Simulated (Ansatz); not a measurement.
For MgS (model structure, started from the BeO type, P4₂/mnm, No. 136, 8 atoms in the cell), LDA (PAW; Ansatz, a quantum-chemistry and plane-wave program) gives:

| Property | Result |
|---|---|
| equilibrium lattice constant a | 6.727 Å |
| c axis length | 4.030 Å |
| cohesive energy | 4.24 eV/atom |
| band gap | 3.29 eV |

Task: What does r²SCAN+rVV10 in Ansatz (plane waves, PAW) give for the same quantities?

Result: 
- lattice constant a: 6.789 Å (increases by 0.9 %)
- lattice parameter c: 4.067 Å (increases by 0.9 %)
- cohesive energy: 4.06 eV/atom (drops by 0.18 eV/atom)
- band gap: 4.02 eV (rises by 0.73 eV)

Changes are worked out from the printed values.

Unless a cell is named, each level is at its own relaxed cell (LDA 22.80, r²SCAN+rVV10 23.44 Å³/atom).

Density-functional gaps are differences of (generalised) Kohn–Sham levels.

Ansatz's density-functional and Hartree–Fock values are scalar-relativistic unless marked +SOC, with PAW data made under PBE.

A model structure was made by putting elements into a prototype or built by hand; it is no filed structure, need not be a known phase, and can be a saddle point held by its symmetry.
